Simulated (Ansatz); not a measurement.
## How the band gap of SnSe (model structure, started from the GeS type, Pnma, No. 62, 8 atoms in the cell) moves with the method

No measured value is used here.

```json
[
 {"level (code)": "PBE (Ansatz)", "value (eV)": "0.79", "cell (Å³/atom)": "28.30"},
 {"level (code)": "PBEsol (Ansatz)", "value (eV)": "0.48", "cell (Å³/atom)": "25.90"},
 {"level (code)": "PBE-D3(BJ) (Ansatz)", "value (eV)": "0.55", "cell (Å³/atom)": "26.25"}
]
```

Computed values are for a static lattice. Spin–orbit coupling is included only where a level's name says +SOC; with heavier elements it mostly lowers gaps and can invert bands.  PBE, PBEsol, PBE-D3(BJ): the gap is read on the k mesh or supercell of the run alone and can be too large. PBE-D3(BJ): a distance lies near a switch of the dispersion term, which can move the cell. Each level is taken at its own relaxed cell. Ansatz's density-functional and Hartree–Fock values are scalar-relativistic unless marked +SOC, with PAW data made under PBE.

A model structure was made by putting elements into a prototype or built by hand; here it ended with the formula and space group of a phase in our tables.

Ansatz is an electronic-structure program.
